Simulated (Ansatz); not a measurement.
How far PBE and r2SCAN part for CuAu, biaxial strain −4.08 %, plane normal [001], relaxed out of plane

Base system: CuAu (space group P4/mmm, No. 123; a = 2.8694 Å, c = 3.6452 Å; relaxed with 0.1 eV smearing). Axes: x, y, z lie along a, b, c of the conventional cell.

(Cell as relaxed with PBE.)

Levels (all Ansatz, a program for electronic structure, PAW): PBE (420 eV, spin-orbit coupling left out); r2SCAN (500 eV, no SOC).

Each level relaxes its own structure.

```csv
base,PBE,r2SCAN
volume per atom,15.01 Å³,14.53 Å³
lattice parameter a,2.869 Å,2.853 Å
band gap,zero,zero
```

Perturbation: biaxial strain −4.08 %, plane normal [001], relaxed out of plane (Cartesian); in-plane vectors clamped, the third vector and the atoms free.

| quantity | PBE | r2SCAN |
|---|---|---|
| band gap | zero | ? |
| shortest interatomic distance | 2.752 Å | ? |
| ratio −ε⊥/ε∥ | 1.65 | ? |
| pressure (mean of the normal stresses, compression positive) | 3.4 GPa | ? |

Given the PBE results, estimate those of r2SCAN.


- band gap, r2SCAN: zero
- shortest interatomic distance, r2SCAN: 2.718 Å
- ratio −ε⊥/ε∥, r2SCAN: 1.70
- pressure (mean of the normal stresses, compression positive), r2SCAN: 3.3 GPa

PBE's shortest interatomic distance lies 0.0333 Å above r2SCAN's (1.2 %); PBE's ratio −ε⊥/ε∥ lies 0.05 below r2SCAN's; the two agree on the band gap. Neither level is exact; r2SCAN is the comparison here, not a measurement.

No phonon test of stability was made. All final runs are without spin polarisation.
